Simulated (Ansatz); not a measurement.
**Response to strain in W**

Consider W in the bcc (W type) structure (space group Im-3m, No. 229; relaxed with 0.1 eV smearing).

Space group Im-3m (No. 229); a = b = c = 3.169 Å, α = β = γ = 90.00°

| atom | site | symmetry | x | y | z |
|---|---|---|---|---|---|
| W | 2a | m-3m | 0.0000 | 0.0000 | 0.0000 |
(The calculation used a cell of 1 atom; values per cell refer to that cell.)

Strains are applied to the cell and any free atomic positions relax.

Calculations: Ansatz (a program for electronic structure) r2SCAN, no spin-orbit coupling.

Notes on the quantities. energy relative to the base: free energy F.

```csv
isotropic strain (%),energy relative to the base (meV/atom)
0,0.0
0.5,3.5
1,13.8
1.5,30.7
2,53.7
2.5,?
3,117.1
```

Question: Fit ΔE = Aε² + Bε³ (ε in %) to the rows shown and predict the withheld row.

Answer: Least squares on the printed values gives A = 14.3 and B = -0.41 meV/atom (largest residual 0.0 meV/atom); this predicts 82.6 meV/atom, and the run gives 82.6 meV/atom, in agreement.

No phonon test of stability was made. The final runs are not spin-polarised.
